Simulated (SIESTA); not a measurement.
Worked example: self-consistent single point of NbRu₃ (P1, 8 atoms in the cell) in SIESTA.

Method of the run: GGA PBEsol, numerical atomic orbitals DZP, PseudoDojo PBEsol standard norm-conserving potentials (rewritten from UPF to PSML) run with SIESTA.

The change in words: atoms moved at random. Reference geometry:
```xyz
8
Lattice="5.5604 0.0000 0.0000 -2.7802 4.8155 0.0000 0.0000 0.0000 4.3811" Properties=species:S:1:pos:R:3 pbc="T T T"
Nb     0.0000     3.2103     3.2858
Nb     2.7802     1.6052     1.0953
Ru     0.0000     1.5865     1.0953
Ru     2.7802     3.2290     3.2858
Ru     4.1865     0.7932     3.2858
Ru    -1.4063     4.0223     1.0953
Ru     1.4063     4.0223     1.0953
Ru     1.3739     0.7932     3.2858
```

Reference input (self-consistent single point, DFT, GGA PBEsol, numerical atomic orbitals DZP, PseudoDojo PBEsol standard norm-conserving potentials (rewritten from UPF to PSML)): XC.functional = GGA; XC.authors = PBEsol; potentials = PseudoDojo PBEsol standard; PAO.BasisSize = DZP; PAO.EnergyShift = 0.01 Ry; MeshCutoff = 300 Ry; kgrid.MonkhorstPack = 4 4 5; OccupationFunction = FD; ElectronicTemperature = 1160.45 K; MaxSCFIterations = 150; SCF.Mixer.Method = Pulay; SCF.Mixer.Weight = 0.2. This run's input differs from it in these lines:

```diff
@@ -18,10 +18,10 @@
 %block AtomicCoordinatesAndAtomicSpecies
-    -0.000002780    3.210322938    3.285795000  1
-     2.780222780    1.605159062    1.095265000  1
-     0.000000000    1.586460545    1.095265000  2
-     2.780220000    3.229021455    3.285795000  2
-     4.186524782    0.793230272    3.285795000  2
-    -1.406304781    4.022251728    1.095265000  2
-     1.406304781    4.022251728    1.095265000  2
-     1.373915219    0.793230272    3.285795000  2
+    -0.003480835    3.195361236    3.334810299  1
+     2.794426924    1.630840027    1.108596566  1
+     0.058320675    1.569659328    1.027503145  2
+     2.779013385    3.211502732    3.302815418  2
+     4.098091544    0.831002913    3.295201136  2
+    -1.364142745    4.048356455    1.035367148  2
+     1.407945111    3.953862252    1.011262556  2
+     1.350711502    0.821343056    3.408683733  2
 %endblock AtomicCoordinatesAndAtomicSpecies
```

Output (repeated stretches shortened):

```
        iscf     Eharris(eV)        E_KS(eV)     FreeEng(eV)     dDmax    Ef(eV) dHmax(eV)
   scf:    1   -19765.609309   -19851.620438   -19851.840581  0.817656 -2.027809 11.972339
   scf:    2   -19867.161299   -19869.007375   -19869.284907  0.655530 -2.894746  9.267146
   scf:    3   -19874.833359   -19873.059139   -19873.359146  0.164974 -3.090232  3.969166
   scf:    4   -19873.439293   -19874.382276   -19874.707548  0.206866 -3.654608  3.445447
   scf:    5   -19875.463291   -19875.409747   -19875.738717  0.082567 -3.765879  0.330911
   [... 11 lines left out ...]
   scf:   17   -19875.436354   -19875.436360   -19875.764692  0.000042 -3.806188  0.000769
   scf:   18   -19875.436354   -19875.436357   -19875.764692  0.000016 -3.806225  0.000495
   scf:   19   -19875.436353   -19875.436355   -19875.764692  0.000019 -3.806258  0.000403
   scf:   20   -19875.436356   -19875.436355   -19875.764692  0.000009 -3.806260  0.000171
SCF Convergence by DM+H criterion
max |DM_out - DM_in|         :     0.0000094557
max |H_out - H_in|      (eV) :     0.0001705380
SCF cycle converged after 20 iterations

Using DM_out to compute the final energy and forces

siesta: E_KS(eV) =           -19875.4364

siesta: E_KS - E_eggbox =    -19875.4364

siesta: Atomic forces (eV/Ang):
     1   -0.066797    0.132971   -0.866648
     2    0.295660   -0.156883    0.018399
     3   -1.050759    0.155155    1.481353
     4   -0.161547    0.365927   -0.607827
     5    0.821253   -0.613379   -0.478600
     6   -0.180437   -0.542131    1.251291
     7    0.021792    0.906170    1.153938
     8    0.324221   -0.238482   -1.977930
   Tot    0.003386    0.009349   -0.026025
   Max    1.977930
   Res    0.767489    sqrt( Sum f_i^2 / 3N )
   Max    1.977930    constrained

   [... lines left out ...]
siesta: FreeEng =    -19875.764692
siesta: Cell volume =        117.308133 Ang**3
siesta:         -46.28509015        -34.83397282  kBar
   [... lines left out ...]

             -0.055  -0.003  -0.031

mulliken: Qtot =      122.000

Mulliken Atomic Populations:
Atom #   charge [q] valence [e]  Species
     1     0.416367   12.583633  Nb
     2     0.412935   12.587065  Nb
     3    -0.140301   16.140301  Ru
     4    -0.139521   16.139521  Ru
     5    -0.133467   16.133467  Ru
     6    -0.138916   16.138916  Ru
     7    -0.141691   16.141691  Ru
     8    -0.135405   16.135405  Ru
 Total     0.000000
```

The run converged in 20 iterations. Against the reference run the free energy rises by 47.4 meV/atom, the pressure goes from -7.29 to -4.63 GPa and the largest force goes from 0.191 to 2.018 eV/Å.

The starting cell comes from a database of computed structures (which also holds hypothetical and non-ambient phases and stackings), without a prior relaxation at this level. For this run, on top of that: atoms moved at random. Spin polarisation is off. Values carry the incompleteness of an atom-centred basis. With a pressure of about -5 GPa the cell is away from its equilibrium volume at this level. Forces in this geometry exceed 1 eV/Å.

Cost on one core of a shared machine: roughly 60 s.
